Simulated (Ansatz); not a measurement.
```yaml
crystal:
  lattice:
    - [4.17472, 0.00000, 0.00000]
    - [0.00000, 4.17472, 0.00000]
    - [2.08736, 2.08736, 2.95198]
  atoms:
    - { symbol: In, position: [0.00000, 0.00000, 0.00000] }
    - { symbol: P, position: [0.75000, 0.25000, 0.50000] }
```

Space group of this cell: F-43m, zinc blende. The cell is taken as given.

Computed with r2SCAN (plane waves, PAW; Ansatz, a program for electronic structure).

The current runs along the normal of the first two printed vectors; no spin-orbit coupling. Scaled by the factor s: all lengths (ions clamped). Meshes 10×10×10 and 8×8 across the current in all rows.

| s | mean pressure (GPa) | slowest mid-gap decay constant κ (1/Å) |
|---|---|---|
| 0.98 | 4.9 | ? |
| 1.00 | 0.1 | 0.070 |
| 1.02 | -3.5 | 0.048 |

Question: Take the slope of the slowest mid-gap decay constant κ against ln s from the two given rows, extrapolate to s = 0.98, and say what the run there gives.

Answer: Slope = (0.048 − 0.070) / ln 1.02 = -1.11 1/Å. The line gives 0.070 + (-1.11) × ln 0.98 = 0.092 1/Å. The run gives 0.092 1/Å, as the line does.
